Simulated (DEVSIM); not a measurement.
System: illuminated InP p-on-n cell, one wavelength, at 300 K.

Layer 1 from the left is InP, thickness (μm) 0.0670, Na (cm⁻³) 1.3e18, τn (s) 9.2e-10, τp (s) 4.5e-10, absorption coefficient (cm⁻¹) 26000. Layer 2 from the left is InP, thickness (μm) 5.80, Nd (cm⁻³) 1.3e17, τn (s) 9.3e-9, τp (s) 9.3e-9, absorption coefficient (cm⁻¹) 26000.

Left contact: ohmic, minority electron recombination velocity 10 cm/s. Right contact: ohmic, minority hole recombination velocity 6e6 cm/s. Voltage is applied to the left contact. Recombination: SRH at mid-gap, radiative, Auger. Light enters at the left, 1.8e19 photons cm⁻² s⁻¹, one pass, no reflection. Mobility is μmin + (μ − μmin)/(1 + (N/Nref)^α).

This is a model device: material constants are rounded textbook-type values typed into the input, and sizes, dopings and lifetimes were drawn at random. Values at 300 K.

InP: gap (eV) 1.344, affinity (eV) 4.38, permittivity 12.5, Nc (cm⁻³) 5.7e17, Nv (cm⁻³) 1.1e19, μn (cm²/Vs) 5200, μp (cm²/Vs) 170, μn,min 400, μp,min 10, Nref,n 3e17, Nref,p 4.9e17, αn 0.47, αp 0.62, B (cm³/s) 1.2e-10, Cn (cm⁶/s) 9e-31, Cp (cm⁶/s) 9e-31.

Simulated with DEVSIM: 1D drift-diffusion, Boltzmann statistics, complete ionisation; no tunnelling, impact ionisation, image-force lowering or self-heating.

Q: What does the simulation give for the fill factor, the potential step across the device at zero bias, the open-circuit voltage?

A: fill factor 0.86; potential step across the device at zero bias 1.251 V; open-circuit voltage 1.056 V.
